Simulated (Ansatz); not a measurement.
Take SrTiO3 in the cubic perovskite structure (space group Pm-3m, No. 221; a = 3.854 Å) as the base. Axes: x, y, z lie along the cube axes.

Structures relaxed with LDA (Ansatz, a quantum-chemistry and plane-wave program, PAW, scalar-relativistic without spin-orbit coupling).

Base:

Simulated powder pattern, Cu Kα1, λ = 1.54056 Å (kinematic, ideal powder, no thermal factors, no anomalous dispersion; the 10 strongest lines at most, above 2 %, up to 2θ = 90°):

```
2θ (°)  I/Imax (%)    hkl
------  ----------  -----
23.06          3.9  (100)
32.84          100  (110)
40.51           21  (111)
47.12           41  (200)
53.09          2.9  (210)
58.62           37  (211)
68.84           23  (220)
78.40           16  (310)
83.03          6.3  (311)
87.63          7.7  (222)
```

Perturbation: compressive biaxial strain of 1.20 % in the plane normal to [001], as in epitaxy on a mismatched substrate; the out-of-plane cell vector and the atoms relax.

After the change:

Simulated powder pattern, Cu Kα1, λ = 1.54056 Å (kinematic, ideal powder, no thermal factors, no anomalous dispersion; the 10 strongest lines at most, above 2 %, up to 2θ = 90°):

| 2θ (°) | d (Å) | I/Imax (%) | hkl |
|---|---|---|---|
| 32.92 | 2.718 | 100 | (101) |
| 33.25 | 2.693 | 49 | (110) |
| 40.75 | 2.212 | 31 | (111) |
| 46.76 | 1.941 | 21 | (002) |
| 47.73 | 1.904 | 39 | (200) |
| 58.58 | 1.575 | 19 | (112) |
| 59.20 | 1.559 | 36 | (211) |
| 69.04 | 1.359 | 23 | (202) |
| 69.80 | 1.346 | 11 | (220) |
| 88.26 | 1.106 | 11 | (222) |

The indices refer to the base's conventional cell; one index is shown for lines that coincide. The space group is now P4/mmm (No. 123).

No phonon test of stability was made. All final runs are without spin polarisation. Many cubic perovskites are stable only at high temperature; tilts and polar distortions were not tested.
